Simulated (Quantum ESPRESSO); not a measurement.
Worked example: self-consistent single point of MnO (Fm-3m, 2 atoms in the cell) in Quantum ESPRESSO.

Method of the run: PBE+U, SSSP 1.1.2 efficiency (PBE) pseudopotentials (plane waves; Quantum ESPRESSO).

```xyz
2
Lattice="0.0000 2.2230 2.2230 2.2230 0.0000 2.2230 2.2230 2.2230 0.0000" Properties=species:S:1:pos:R:3 pbc="T T T"
Mn     0.0000     0.0000     0.0000
O      2.2230     2.2230     2.2230
```
Moments meant for the start (each program seeds them in its own way; μB, in the order of the atoms Mn O): 4.0 0.0.

Reference input (self-consistent single point, DFT, PBE+U, plane waves, SSSP 1.1.2 efficiency (PBE) pseudopotentials): ecutwfc = 55 Ry; ecutrho = 440 Ry; occupations = smearing; smearing = gaussian; degauss = 0.019992 Ry; nspin = 2; potentials = {Mn: mn_pbe_v1.5.uspp.F.UPF, O: O.pbe-n-kjpaw_psl.0.1.UPF}; K_POINTS = automatic 13 13 13 0 0 0; HUBBARD = ortho-atomic; U Mn-3d 3.9 eV; conv_thr = 1e-10 Ry; mixing_beta = 0.3. This run's input differs from it in these lines:

```diff
@@ -37,3 +37,3 @@
 HUBBARD {ortho-atomic}
-U Mn-3d 3.9
+U Mn-3d 7
```

Output (repeated stretches shortened):

```
     Self-consistent Calculation

     iteration #  1     ecut=    55.00 Ry     beta= 0.30

     =================== HUBBARD OCCUPATIONS ===================
     ------------------------ ATOM    1 ------------------------
     Tr[ns(  1)] (up, down, total) =   4.92165  0.10797  5.02962
     Atomic magnetic moment for atom   1 =   4.81369
     SPIN  1
     eigenvalues:
       0.983  0.983  0.983  0.986  0.986
     SPIN  2
     eigenvalues:
       0.010  0.010  0.010  0.039  0.039

     Number of occupied Hubbard levels =    5.0296

     total energy              =    -252.72139505 Ry
     estimated scf accuracy    <       0.56694725 Ry

   [... lines left out ...]

     iteration # 11     ecut=    55.00 Ry     beta= 0.30

     negative rho (up, down):  0.000E+00 3.139E-04

     total energy              =    -252.83764283 Ry
     estimated scf accuracy    <          4.5E-09 Ry

     total magnetization       =     5.00 Bohr mag/cell
     absolute magnetization    =     5.00 Bohr mag/cell

     iteration # 12     ecut=    55.00 Ry     beta= 0.30

     negative rho (up, down):  0.000E+00 3.139E-04

     Magnetic moment per site  (integrated on atomic sphere of radius R)
     atom   1 (R=0.292)  charge= 12.5693  magn=  4.3405
     atom   2 (R=0.292)  charge=  6.0031  magn=  0.1247
     End of self-consistent calculation

     =================== HUBBARD OCCUPATIONS ===================
     ------------------------ ATOM    1 ------------------------
     Tr[ns(  1)] (up, down, total) =   4.97872  0.19594  5.17467
     Atomic magnetic moment for atom   1 =   4.78278
     SPIN  1
     eigenvalues:
       0.995  0.995  0.996  0.996  0.996
     SPIN  2
     eigenvalues:
       0.019  0.019  0.019  0.069  0.069

     Number of occupied Hubbard levels =    5.1747

     Number of k-points >= 100: set verbosity='high' to print the bands.

     the Fermi energy is    12.8100 ev

!    total energy              =    -252.83764284 Ry
     estimated scf accuracy    <          1.2E-11 Ry
     smearing contrib. (-TS)   =      -0.00000946 Ry
     internal energy E=F+TS    =    -252.83763338 Ry

   [... lines left out ...]
     total magnetization       =     5.00 Bohr mag/cell
     absolute magnetization    =     5.00 Bohr mag/cell
     Total force =     0.000000     Total SCF correction =     0.000000
   [... lines left out ...]

     negative rho (up, down):  0.000E+00 3.139E-04
          total   stress  (Ry/bohr**3)                   (kbar)     P=      130.54
   0.00088742  -0.00000000  -0.00000000          130.54       -0.00       -0.00
  -0.00000000   0.00088742  -0.00000000           -0.00      130.54       -0.00
  -0.00000000  -0.00000000   0.00088742           -0.00       -0.00      130.54

   JOB DONE.
```

The run converged in 12 iterations. Against the reference run the pressure goes from 9.48 to 13.05 GPa and the size of the net moment stays at 2.50 μB/atom.

The starting cell comes from a database of published, mostly measured structures (it also holds non-ambient and calculated ones), without a prior relaxation at this level. With one magnetic atom in the cell only a parallel order is possible. With U or open f shells several self-consistent states can exist. With a pressure of about 13 GPa the cell is away from its equilibrium volume at this level.

Cost on one core of a shared machine: roughly 70 s.
